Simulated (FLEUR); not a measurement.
A self-consistent single point of MgAu3 (P1, 4 atoms in the cell) with FLEUR.

Method: PBEsol, all-electron FLAPW (FLEUR), scalar-relativistic valence run with FLEUR.

The change in words: atoms moved at random. Reference geometry:
```
MgAu3
1.0
    4.10653     0.00000     0.00000
    0.00000     4.10653     0.00000
    0.00000     0.00000     4.10653
Mg Au
1 3
Cartesian
  0.00000   0.00000   0.00000
  2.05327   2.05327   0.00000
  0.00000   2.05327   2.05327
  2.05327   0.00000   2.05327
```

Reference input (self-consistent single point, DFT, PBEsol, all-electron FLAPW (FLEUR), scalar-relativistic valence): Kmax = 4 1/bohr; GmaxXC = 16 1/bohr; xcFunctional = PBEs; jspins = 1; l_soc = F; mode = hist; fermiSmearingEnergy = 0.00367493 Htr; mesh (inpgen div1-3) = 6 6 6; inpgen gamma flag = true; Gmax = 16 1/bohr; numbands = 0; maxIterBroyd = 40. This run's input differs from it in these lines:

```diff
@@ -10,6 +10,6 @@
 4
-12 0.0000000000 0.0000000000 0.0000000000
-79 0.5000000000 0.5000000000 0.0000000000
-79 0.0000000000 0.5000000000 0.5000000000
-79 0.5000000000 0.0000000000 0.5000000000
+12 -0.0038070000 -0.0039570000 0.0070290000
+79 0.5104620000 0.4985970000 -0.0095540000
+79 -0.0011030000 0.5096680000 0.5074950000
+79 0.4944480000 -0.0043080000 0.4950300000
 
@@ -79,3 +79,3 @@
       <atomGroup species="Magnesium (Mg)">
-         <relPos label="                   1">.0000000000 .0000000000 .0000000000</relPos>
+         <relPos label="                   1">-.0038070000 -.0039570000 .0070290000</relPos>
          <force calculate="T" relaxXYZ="TTT"/>
@@ -83,5 +83,11 @@
       <atomGroup species="Gold (Au)">
-         <relPos label="                   2">1.000/2.000 1.000/2.000 .0000000000</relPos>
-         <relPos label="                   3">.0000000000 1.000/2.000 1.000/2.000</relPos>
-         <relPos label="                   4">1.000/2.000 .0000000000 1.000/2.000</relPos>
+         <relPos label="                   2">-.4895380000 .4985970000 -.0095540000</relPos>
+         <force calculate="T" relaxXYZ="TTT"/>
+      </atomGroup>
+      <atomGroup species="Gold (Au)">
+         <relPos label="                   3">-.0011030000 -.4903320000 -.4925050000</relPos>
+         <force calculate="T" relaxXYZ="TTT"/>
+      </atomGroup>
+      <atomGroup species="Gold (Au)">
+         <relPos label="                   4">.4944480000 -.0043080000 .4950300000</relPos>
          <force calculate="T" relaxXYZ="TTT"/>
```

Output, abridged:

```
 Iteration:     1   Distance:      16.51892570 me/bohr^3
 Iteration:     2   Distance:      14.41267343 me/bohr^3
 Iteration:     3   Distance:       5.98196941 me/bohr^3
 Iteration:     4   Distance:       2.84873206 me/bohr^3
 Iteration:     5   Distance:       1.73629668 me/bohr^3
   [... 9 lines left out ...]
 Iteration:    15   Distance:       0.00007830 me/bohr^3
 Iteration:    16   Distance:       0.00009315 me/bohr^3
 Iteration:    17   Distance:       0.00003513 me/bohr^3
 Iteration:    18   Distance:       0.00000359 me/bohr^3
 Reset of history
 Run finished successfully
 Stop message:
   Structural relaxation: new displacements generated

[file out, last iteration]
             iter=     19
[...]
          total density-effective poten   -1.0107222182E+05
          total charge density-energy d   -1.0966786683E+03
 Updated energy parameters for spin:           1
[...]
 fermi energy and band-weighting factors:

[...]
FERMIE:
          first approx. to ef    (T=0)  :   0.369348 htr   (energy of the highest occ. eigenvalue)
          number of occ. states  (T=0)  :       3418
          first approx. to seigv (T=0)  : -36.261354 htr
          sum of weights of occ. states :  30.504630
          sum of semicore charge        :   0.000000 e
FERHIS:  Fermi-Energy by histogram:
          bandgap                     :   0.000009 htr
   [... lines left out ...]
          charge neutrality (T=0)     :   0.009259    (zero if the highest occ. eigenvalue is "entirely" occupied)
     EF_NEWTON:  Adjust Fermi-Energy by Newton-Method.
 Direct bandgap for spin            1 :    2.8849755957233103E-002  Htr
 ---->    free energy=                    -57327.9558112303 htr
   [... lines left out ...]
 TOTAL FORCE FOR ATOM TYPE=  2  X= -3.799   Y=  3.869   Z= -0.074
                       FX_TOT=-0.004458 FY_TOT=-0.002042 FZ_TOT= 0.005830
 TOTAL FORCE FOR ATOM TYPE=  3  X= -0.009   Y= -3.805   Z= -3.822
                       FX_TOT= 0.002178 FY_TOT=-0.005269 FZ_TOT=-0.004101
 TOTAL FORCE FOR ATOM TYPE=  4  X=  3.837   Y= -0.033   Z=  3.842
                       FX_TOT= 0.000419 FY_TOT= 0.004795 FZ_TOT=-0.000350
```

The run converged in 18 iterations. FLEUR gives forces in its relaxation mode, with a further iteration, so its stop message speaks of a relaxation. Against the reference run the free energy rises by 6.0 meV/atom and the largest force goes from 0.000 to 0.392 eV/Å.

The starting cell comes from a database of computed structures (which also holds hypothetical and non-ambient phases and stackings), without a prior relaxation at this level. For this run, on top of that: atoms moved at random. Spin-orbit coupling is off. Values depend on the basis (sphere radii, cutoffs, local orbitals), which need not be converged. The log's line on a gap gives a spacing of levels on this mesh, which the program prints for metals too.

Cost on one core of a shared machine: roughly 20 min.
